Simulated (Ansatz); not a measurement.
# What biaxial strain +1.00 %, plane normal [001], relaxed out of plane does to W

Take W in the bcc (W type) structure (space group Im-3m, No. 229; a = 3.1542 Å; relaxed with 0.1 eV smearing) as the base. Axes: x, y, z lie along the cube axes.

Now apply this change: tensile biaxial strain of 1.00 % in the plane normal to [001], as in epitaxy on a mismatched substrate; the out-of-plane cell vector and the atoms relax.

Computed with Ansatz (a quantum-chemistry and plane-wave program) PBEsol, no spin-orbit coupling. Settings: 29×29×29 k-points, 0.1 eV Fermi–Dirac smearing.

* **Volume per atom**: 15.88 Å³ (base 15.69 Å³)
* **Energy relative to the base (free energy F)**: +5.7 meV/atom
* **Pressure (mean of the normal stresses, compression positive)**: -3.8 GPa (base 0.0 GPa)
* **Band gap**: zero (base zero)
* **Out-of-plane strain**: -0.76 %
* **Ratio −ε⊥/ε∥**: 0.76
* **Mean in-plane stress (compression positive)**: -5.7 GPa

Final structure (turned so that z lies along the plane normal):

```
W
1.0
    3.18576     0.00000     0.00000
    0.00000     3.18576     0.00000
    1.59288    -1.59288     1.56511
W
1
Direct
  0.00000   0.00000   0.00000
```

No phonon test of stability was made. All final runs are without spin polarisation.
